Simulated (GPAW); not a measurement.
Worked example: self-consistent single point of PbF2 (Fm-3m, 3 atoms in the cell) in GPAW.

Level of theory: PBE, GPAW PAW datasets PBE (gpaw-data 1.0.1) (plane waves; GPAW).

The change in words: lattice scaled by 0.98. Reference geometry:
```yaml
crystal:
  lattice:
    - [0.00000, 2.91920, 2.91920]
    - [2.91920, 0.00000, 2.91920]
    - [2.91920, 2.91920, 0.00000]
  atoms:
    - { symbol: Pb, position: [0.00000, 0.00000, 0.00000] }
    - { symbol: F, position: [0.75000, 0.75000, 0.75000] }
    - { symbol: F, position: [0.25000, 0.25000, 0.25000] }
```

Reference input (self-consistent single point, DFT PBE, plane waves, GPAW PAW datasets PBE (gpaw-data 1.0.1)): mode = pw; ecut = 900 eV; xc = PBE; kpts = 10 10 10; mesh shift (steps) = 0 0 0; occupations.name = fermi-dirac; occupations.width = 0 eV; nbands = -6; convergence.forces = 0.001 eV/Å; convergence.bands = -4; symmetry.symmorphic = false; symmetry.tolerance = 0.0005. This run's input differs from it in these lines:

```diff
@@ -5,8 +5,8 @@
 atoms = Atoms(['Pb', 'F', 'F'],
-              cell=[[0.000000, 2.919201, 2.919201],
-                    [2.919201, 0.000000, 2.919201],
-                    [2.919201, 2.919201, 0.000000]],
+              cell=[[0.000000, 2.860817, 2.860817],
+                    [2.860817, 0.000000, 2.860817],
+                    [2.860817, 2.860817, 0.000000]],
               positions=[[0.000000, 0.000000, 0.000000],
-                         [4.378801, 4.378801, 4.378801],
-                         [1.459601, 1.459601, 1.459601]],
+                         [4.291225, 4.291225, 4.291225],
+                         [1.430408, 1.430408, 1.430408]],
               pbc=True)
```

Output (repeated stretches shortened):

```
     iter     time        total  log10-change:
                         energy   eigst   dens  force
iter:   1 --:--:--   -15.793799   +0.15
iter:   2 --:--:--   -15.389958   -0.73  -1.16
iter:   3 --:--:--   -14.334889   -0.38  -1.21
iter:   4 --:--:--   -14.481643   -0.46  -1.48
iter:   5 --:--:--   -14.295267   -1.34  -1.62
iter:   6 --:--:--   -14.301046   -3.10  -2.04
iter:   7 --:--:--   -14.317155   -2.46  -2.38
iter:   8 --:--:--   -14.298770   -2.13  -2.16
iter:   9 --:--:--   -14.298881   -3.59  -3.75
iter:  10 --:--:--   -14.298960c  -4.27  -3.94
iter:  11 --:--:--   -14.298967c  -5.47  -3.41
iter:  12 --:--:--   -14.298890c  -4.82  -3.38
iter:  13 --:--:--   -14.298886c  -5.10  -3.85
iter:  14 --:--:--   -14.298887c  -5.76  -3.98
iter:  15 --:--:--   -14.298888c  -6.85  -4.32c
iter:  16 --:--:--   -14.298886c  -5.79  -4.25c
iter:  17 --:--:--   -14.298886c  -6.76  -4.23c
iter:  18 --:--:--   -14.298886c  -8.05c -4.61c
iter:  19 --:--:--   -14.298886c  -8.27c -4.68c -16.34c
Converged after 19 iterations.

Dipole moment: (-0.000006, -0.000006, -0.000006) |e|*Ang

Energy contributions relative to reference atoms: (reference = -572702.624935)

Kinetic:        +39.879267
Potential:      -37.718664
External:        +0.000000
XC:             -16.378599
Entropy (-ST):   +0.000000
Local:           -0.080890
SIC:             +0.000000
--------------------------
Free energy:    -14.298886
Extrapolated:   -14.298886

Showing only first 2 kpts
 Kpt  Band  Eigenvalues  Occupancy
  0    12      1.28868    2.00000
  0    13      1.28868    2.00000
  0    14     10.80299    0.00000
  0    15     10.80299    0.00000

  1    12      1.37595    2.00000
  1    13      1.69639    2.00000
  1    14     10.24312    0.00000
  1    15     10.96315    0.00000

Fermi level: 6.20332

Gap: 4.303 eV
Transition (v -> c):
   [... lines left out ...]
Direct gap: 4.448 eV
Transition at: (s=0, k=41, n=13, [0.50, 0.50, 0.00])
Energy (eV): -14.298886

Forces in eV/Ang:
  0 Pb    0.00000   -0.00000   -0.00000
  1 F     0.00000    0.00000    0.00000
  2 F    -0.00000   -0.00000   -0.00000

Stress tensor:
    -0.073041     0.000000     0.000000
     0.000000    -0.073041    -0.000000
     0.000000    -0.000000    -0.073041
Stress (GPa, Voigt): [-11.7024 -11.7024 -11.7024  -0.       0.       0.    ]
```

The run converged in 19 iterations. GPAW prints stress with tension positive. Against the reference run the free energy goes up by 58.2 meV/atom and the gap on the mesh goes from 4.343 to 4.303 eV.

At such cutoffs GPAW's stress carries a finite-basis (Pulay) error, which enters relaxed cells too; its log prints stress with tension positive.

The starting cell comes from a database of computed structures (which also holds hypothetical and non-ambient phases and stackings), without a prior relaxation at this level. Its lattice was rescaled by a random factor within 2.5 % of one. For this run, on top of that: lattice scaled by 0.98. Spin-orbit coupling is off.

Cost on one core of a shared machine: roughly 50 s.
